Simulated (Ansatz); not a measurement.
For As (model structure, from the fcc type, Fm-3m, No. 225), PBEsol in Ansatz (plane waves, PAW) gives:

```
Quantity                   Value
------------------  ------------
lattice constant a       4.192 Å
bulk modulus B0         87.2 GPa
cohesive energy     2.92 eV/atom
```

Task: What does r²SCAN (Ansatz, an electronic-structure program, plane waves, PAW) give for the same quantities?

Result: 
- lattice constant a: 4.242 Å (grows by 1.2 %)
- bulk modulus: 80.1 GPa (shrinks by 8.1 %)
- cohesive energy: 2.11 eV/atom (falls by 0.81 eV/atom)

Changes are worked out from the printed values.

Unless a cell is named, each level is at its own relaxed cell (PBEsol 18.42, r²SCAN 19.08 Å³/atom).

Caveats: the bulk modulus is −V dP/dV from two relaxed cells at ±2 % in volume (PBEsol, r²SCAN). Ansatz's density-functional and Hartree–Fock values are scalar-relativistic unless marked +SOC, with PAW data made under PBE.

A model structure was made by putting elements into a prototype or built by hand; it is no filed structure, need not be a known phase, and can be a saddle point held by its symmetry.
